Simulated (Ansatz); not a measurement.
This Ansatz (a program for electronic structure) input is the reference run, C in the diamond structure (space group Fd-3m, No. 227), computed with Ansatz, r2SCAN, PAW, cutoff 500 eV, no SOC:

Ansatz 0.2 input:
```yaml
crystal:
  lattice:
    - [0, 1.7801443265, 1.7801443265]
    - [1.7801443265, 0, 1.7801443265]
    - [1.7801443265, 1.7801443265, 0]
  atoms:
    - { symbol: C, position: [0, 0, 0] }
    - { symbol: C, position: [0.25, 0.25, 0.25] }
basis: { ecutwfc: 500, ecutrho_ratio: 4, xc_grid: 4, fft_grid_basis: typed }
kpoints: { mp_grid: { grid: [16, 16, 16] } }
hamiltonian:
  xc: r2scan
  dispersion: none
  pseudopotentials: { kind: paw }
scf: { occupations: { method: fermi_dirac, width: 0.05 }, convergence: { dr2_threshold: 0.0000000002 } }
output: { forces: true, stress: true }
checkpoint: { write: state.ck, write_every: 1000 }
```

Problem. Write the input for this change: uniaxial stress, 3 GPa tension along x, with the cell and atoms free to relax against it.

Solution. 
Ansatz 0.2 input:
```yaml
crystal:
  lattice:
    - [0, 1.7801443265, 1.7801443265]
    - [1.7801443265, 0, 1.7801443265]
    - [1.7801443265, 1.7801443265, 0]
  atoms:
    - { symbol: C, position: [0, 0, 0] }
    - { symbol: C, position: [0.25, 0.25, 0.25] }
basis: { ecutwfc: 500, ecutrho_ratio: 4, xc_grid: 4, fft_grid_basis: typed }
kpoints: { mp_grid: { grid: [16, 16, 16] } }
hamiltonian:
  xc: r2scan
  dispersion: none
  pseudopotentials: { kind: paw }
scf: { occupations: { method: fermi_dirac, width: 0.05 } }
relax: { f_tol: 0.005, max_steps: 50, cell: { stress_tol: 0.01, sigma_target: [-3, 0, 0, 0, 0, 0] } }
output: { forces: true, stress: true }
checkpoint: { write: state.ck, write_every: 1000 }
```
This is the input that was run.

Load acts through the strain it causes; cell and atoms are relaxed under it. sigma_target is in GPa, compression positive, in the order xx, yy, zz, yz, xz, xy. Beyond what the load breaks, stability against distortions was not tested.
